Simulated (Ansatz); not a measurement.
Functionals compared on Cl on the 1x1 (110) surface of rutile TiO2 (cut with top plane O), one in a 2x1 cell, started at the site 'over O at depth 1.2 Å', in Ansatz (plane waves, PAW). The structure was relaxed with PBE; the other rows are single points on it, each with its references at the same level. Cutoff 420 eV (500 eV for r2SCAN). The points keep PBE's geometry, so the relaxation of a polaron and the settling of charge on one site are left out.

Host crystal: rutile TiO2, with a band gap (PBE, scalar-relativistic without spin-orbit coupling).

Set-up: 49 atoms, 12.7 Å thick at the start under the adsorbate; mesh 4x3x1; 0.01 eV smearing; dipole correction on; 24 atoms held, the rest relaxed; start symmetry kept, larger cells not searched; spin-polarised, ending with about 1.0 μB a cell; orders that need a larger cell were not tried, no spin-orbit, no U, no dispersion correction. At the end it is bonded to 2 Ti. In PBE it is, or lies within 0.03 eV of, the lowest of the starts that converged. These notes are the PBE run's. r2SCAN: The program's check for a lower electronic state was not made. Adsorption energies are against ½ Cl2(g). A negative adsorption energy means that the adsorbate is more stable on the surface than in its reference.

```csv
functional,adsorption energy (eV),magnetic moment of the cell (μB)
PBE,0.99,1.00
RPBE,1.15,1.00
r2SCAN,0.77,1.00
```

Ansatz is a first-principles code.
